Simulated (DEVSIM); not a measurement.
# abrupt GaAs p-n junction

Structure: abrupt GaAs p-n junction, at 300 K.

```csv
layer (left to right),material,thickness (μm),Nd (cm⁻³),Na (cm⁻³),τn (s),τp (s)
1,GaAs,10.0,-,2.2e16,8.1e-10,8.1e-10
2,GaAs,2.40,1.8e14,-,8.1e-10,8.1e-10
```

Left contact: ohmic. Right contact: ohmic. Voltage is applied to the left contact. Recombination: SRH at mid-gap. Mobility is μmin + (μ − μmin)/(1 + (N/Nref)^α).

This is a model device: material constants are rounded textbook-type values typed into the input, and sizes, dopings and lifetimes were drawn at random. Values at 300 K.

```tsv
parameter	GaAs
gap (eV)	1.424
affinity (eV)	4.07
permittivity	12.9
Nc (cm⁻³)	4.7e17
Nv (cm⁻³)	9e18
μn (cm²/Vs)	8500
μp (cm²/Vs)	400
μn,min	500
μp,min	20
Nref,n	6e16
Nref,p	1.5e17
αn	0.39
αp	0.38
```

DEVSIM, 1D drift-diffusion, Boltzmann statistics, complete ionisation; no tunnelling, impact ionisation, image-force lowering or self-heating.

The potential step across the device at zero bias is 1.065 V and the largest field in the device at zero bias is 9800 V/cm. The dark forward voltage at 1 A/cm² comes out as 0.905 V and the dark forward voltage at 100 A/cm² is 1.185 V.

Dark forward current:

(V (V), J (A/cm²)): (0.05, 6.9e-9); (0.20, 2.0e-7); (0.35, 4.2e-6); (0.50, 9.2e-5); (0.60, 0.00075); (0.75, 0.021); (0.90, 0.89); (1.05, 20); (1.20, 120); (1.35, 310); (1.45, 490); (1.60, 810); (1.75, 1200); (1.90, 1500)
